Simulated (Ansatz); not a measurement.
Base system: CdS in the wurtzite structure (space group P6_3mc, No. 186; a = 4.123 Å, c = 6.711 Å). Axes: x lies along a and z along c of the hexagonal cell.

Modification: tensile biaxial strain of 0.79 % in the plane normal to [001], as in epitaxy on a mismatched substrate; the out-of-plane cell vector and the atoms relax.

Levels (all Ansatz, a quantum-chemistry and plane-wave program, PAW): PBEsol (420 eV, no spin-orbit coupling); r2SCAN (500 eV, scalar-relativistic without spin-orbit coupling).

The geometry is relaxed with PBEsol.

* **PBEsol width of the top valence band**: 1.71 eV
* **PBEsol lowest conduction level above the VBM at special points**: Γ 1.10 eV; A 2.73 eV; L 3.40 eV; M 3.65 eV
* **PBEsol gap character**: direct at Γ

With r2SCAN at the same geometry, the width of the top valence band remains 1.71 eV; the lowest conduction level above the VBM at special points changes from Γ 1.10 eV; A 2.73 eV; L 3.40 eV; M 3.65 eV to Γ 1.70 eV; A 3.30 eV; L 3.94 eV; M 4.21 eV; the gap character remains direct at Γ.

Single points use the geometry relaxed with PBEsol. Stability against distortions was not tested.
